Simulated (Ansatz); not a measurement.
Relaxation of the outer planes of the (100) surface of bcc Ta in its 1x1 cell, outermost plane spacing 1.66 Å in the ideal cut.

These are PBE (plane waves to 420 eV, PAW; Ansatz, a quantum-chemistry and plane-wave program) values and carry that method's errors.

Slab: 7 atoms, 10.0 Å thick at the start (thin: gaps and levels are the slab's own); k 11x11x1, smearing 0.1 eV, dipole-corrected; all atoms relaxed; held to the start's symmetry, so lower structures may exist; no spin, no spin-orbit, no U.

```csv
plane,atoms,bulk spacing to the next (Å),relaxed spacing (Å),change (%),rumpling (Å)
1,Ta,1.660,1.460,-12.0,0.00
2,Ta,1.660,1.667,0.4,0.00
```
